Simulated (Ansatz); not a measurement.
The parent structure is Se (space group P3_121, No. 152; made of chains).

```yaml
crystal:
  lattice:
    - [4.53455, 0.00000, 0.00000]
    - [-2.26727, 3.92703, 0.00000]
    - [0.00000, 0.00000, 5.04146]
  atoms:
    - { symbol: Se, position: [0.21814, 0.00000, 0.83333] }
    - { symbol: Se, position: [0.00000, 0.21814, 0.16667] }
    - { symbol: Se, position: [0.78186, 0.78186, 0.50000] }
```

Cartesian axes are those of the cell as printed.

Method: PBE (Ansatz, a program for electronic structure; PAW; 420 eV plane waves; no spin-orbit coupling).

One thing is altered: the cell is scaled by 1.0051 in all directions, atoms relaxed at fixed cell.

### Question
Predict the stress tensor and what it implies for the stiffness.

### Answer
Stress of the strained cell less that of the base (GPa, compression positive):
```
  -0.09    0.00    0.00
   0.00   -0.09    0.00
   0.00    0.00   -0.44
```

Then B = −ΔP/(ΔV/V₀) with ΔV/V₀ = 0.0154 gives secant stiffness values (nonlinear terms included at this strain): B (at held cell shape, above the free-shape value) ≈ 13 GPa.

No phonon test of stability was made. No dispersion term is included, though the crystal is made of layers, chains or molecules, so its spacings can come out too wide.
